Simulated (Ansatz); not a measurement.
# Response to strain in hypothetical CdI2 type OsO2

Consider OsO$_{2}$ in the CdI2 type structure (space group P-3m1, No. 164; a = 2.769 Å, c = 5.101 Å; a hypothetical phase, not in the database extracts checked; layered, stacked along the Cartesian z axis; relaxed with 0.1 eV smearing). Axes: x lies along a and z along c of the hexagonal cell.

Strains are applied to the cell and any free atomic positions relax.

Method: Ansatz (an electronic-structure program) PBE-D3(BJ), scalar-relativistic without spin-orbit coupling.

Candidates:
(a) isotropic strain −3.39 %
(b) isotropic strain +3.83 %
(c) tensor shear ε_xy = −2.69 %

Q: Order them by largest internal atomic displacement, lowest first.

A: (c) tensor shear ε_xy = −2.69 % (0.031 Å), (a) isotropic strain −3.39 % (0.086 Å), (b) isotropic strain +3.83 % (0.120 Å)

Whether these cells are dynamically stable was not tested. No Hubbard U is applied, and correlation can decide whether such a compound is a metal. All final runs are without spin polarisation.
